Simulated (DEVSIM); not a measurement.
Device: illuminated Si p-on-n cell, one wavelength, at 400 K.

| layer (left to right) | material | thickness (μm) | Nd (cm⁻³) | Na (cm⁻³) | τn (s) | τp (s) | absorption coefficient (cm⁻¹) |
|---|---|---|---|---|---|---|---|
| 1 | Si | 0.630 | - | 3e18 | 4e-5 | 2.4e-5 | 260 |
| 2 | Si | 33.0 | 1.3e16 | - | 0.0006 | 0.0006 | 260 |

Left contact: ohmic, minority electron recombination velocity 2000 cm/s. Right contact: ohmic, minority hole recombination velocity 200 cm/s. Voltage is applied to the left contact. Recombination: SRH at mid-gap, radiative, Auger. Light enters at the left, 2.5e16 photons cm⁻² s⁻¹, one pass, no reflection. Mobility is μmin + (μ − μmin)/(1 + (N/Nref)^α).

Constants are typed, rounded textbook-type inputs, not results; the design itself was drawn at random and stands for no fabricated device. Values at 300 K; Nc and Nv go as T^1.5, mobilities as T to minus their exponent, the gap by Varshni's rule with the affinity fixed.

| parameter | Si |
|---|---|
| gap (eV) | 1.124 |
| affinity (eV) | 4.05 |
| permittivity | 11.7 |
| Nc (cm⁻³) | 2.86e19 |
| Nv (cm⁻³) | 3.1e19 |
| μn (cm²/Vs) | 1417 |
| μp (cm²/Vs) | 470 |
| μn,min | 52 |
| μp,min | 45 |
| Nref,n | 9.7e16 |
| Nref,p | 2.2e17 |
| αn | 0.68 |
| αp | 0.72 |
| T exponent of μn | 2.3 |
| T exponent of μp | 2.2 |
| B (cm³/s) | 4.7e-15 |
| Cn (cm⁶/s) | 2.8e-31 |
| Cp (cm⁶/s) | 9.9e-32 |
| Varshni α (eV/K) | 0.000473 |
| Varshni β (K) | 636 |

Simulated with DEVSIM: 1D drift-diffusion, Boltzmann statistics, complete ionisation; no tunnelling, impact ionisation, image-force lowering or self-heating.

The recombination velocity at the right contact was swept, all else fixed.

```
recombination velocity at the right contact (cm/s)  dark forward voltage at 100 A/cm² (V)  share of generated pairs collected at short circuit  largest power (mW/cm²)  open-circuit voltage (V)
--------------------------------------------------  -------------------------------------  ---------------------------------------------------  ----------------------  ------------------------
10                                                                                  0.797                                                0.997                   0.728                     0.428
100                                                                                 0.764                                                0.982                   0.610                     0.375
200                                                                                 0.752                                                0.967                   0.558                     0.354
1000                                                                                0.729                                                0.877                   0.421                     0.306
10000                                                                               0.710                                                0.666                   0.261                     0.262
1e5                                                                                 0.705                                                0.596                   0.220                     0.252
1e6                                                                                 0.704                                                0.587                   0.216                     0.251
1e7                                                                                 0.704                                                0.586                   0.215                     0.251
```

From the first row to the last the dark forward voltage at 100 A/cm² goes from 0.797 to 0.704. From the first row to the last the share of generated pairs collected at short circuit goes from 0.997 to 0.586.
